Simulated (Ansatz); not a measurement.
By PBEsol, the system below comes out a metal.

A figure of merit of an interconnect metal is its ballistic conductance per area.

Here is the system:

```xyz
6
Lattice="4.7855 0.0000 0.0000 -2.3927 4.2411 0.0000 2.3927 0.0000 4.2411" Properties=species:S:1:pos:R:3 pbc="T T T"
Al     2.3927     0.7752     2.1205
Al     2.3927     3.4659     2.1205
Al     4.7855     2.1205     3.4659
Al     0.0000     2.1205     0.7752
Cu     3.5891     0.0000     0.0000
Cu     1.1964     0.0000     0.0000
```

The cell is taken as given; by PBEsol it stands under a pressure of 0.8 GPa.

The current flows along the normal of the first two printed cell vectors, the (110) plane of the conventional cell. No spin-orbit coupling; the value is a mean over 0.1 eV about the Fermi level.

### Question
Predict the ballistic conductance per area from PBEsol run with Ansatz (an electronic-structure program).

### Answer
0.92 × 10¹⁵ S/m² for both spins.
